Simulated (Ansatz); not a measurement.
Start from SiGe in the wurtzite structure (space group P6_3mc, No. 186; a = 3.9004 Å, c = 6.4434 Å; a model cell, its experimental status unchecked).

The change: a hydrostatic pressure of 0.9 GPa.

Levels (all Ansatz, an electronic-structure program, PAW, earlier PAW set): PBEsol (420 eV, no spin-orbit coupling); r2SCAN (500 eV, scalar-relativistic without spin-orbit coupling); HSE06 (420 eV, without spin-orbit coupling); PBEsol+SOC (420 eV, with spin-orbit coupling).

One geometry, relaxed with PBEsol, under each level:

The valence-band top lists the three highest levels at Γ (Kramers pairs under SOC), from the VBM.

```json
[
 {"level": "PBEsol", "band gap": "0.33 eV", "lowest conduction level above the VBM at special points": "M 0.33 eV; Γ 0.44 eV; L 0.61 eV; K 0.92 eV", "valence-band top at Γ": "0.00, 0.00, -0.33 eV", "hole mass": "–", "pressure": "0.90 GPa"},
 {"level": "r2SCAN", "band gap": "0.64 eV", "lowest conduction level above the VBM at special points": "M 0.64 eV; Γ 0.83 eV; L 0.94 eV; K 1.22 eV", "valence-band top at Γ": "–", "hole mass": "–", "pressure": "1.24 GPa"},
 {"level": "HSE06", "band gap": "0.95 eV", "lowest conduction level above the VBM at special points": "M 0.95 eV; Γ 1.14 eV; L 1.27 eV", "valence-band top at Γ": "–", "hole mass": "–", "pressure": "–"},
 {"level": "PBEsol+SOC", "band gap": "0.27 eV", "lowest conduction level above the VBM at special points": "M 0.27 eV; Γ 0.37 eV; L 0.55 eV; K 0.86 eV", "valence-band top at Γ": "0.00, -0.10, -0.42 eV", "hole mass": "0.50 mₑ along c, 0.13 mₑ across (at Γ)", "pressure": "0.89 GPa"}
]
```

Single points use the geometry relaxed with PBEsol. Their cutoffs differ, which shifts pressures a little. HSE06 was sampled on its mesh, a few special points and the semilocal edge points, so its gap is an upper bound. The spin-orbit shifts are approximate. Load acts through the strain it causes; cell and atoms are relaxed under it. Masses are band curvatures over ±0.01 Å⁻¹ around the edge. No phonon test of stability was made. A zero or small gap of SiGe under pressure 0.9 GPa can be the functional's error rather than a property of the material.
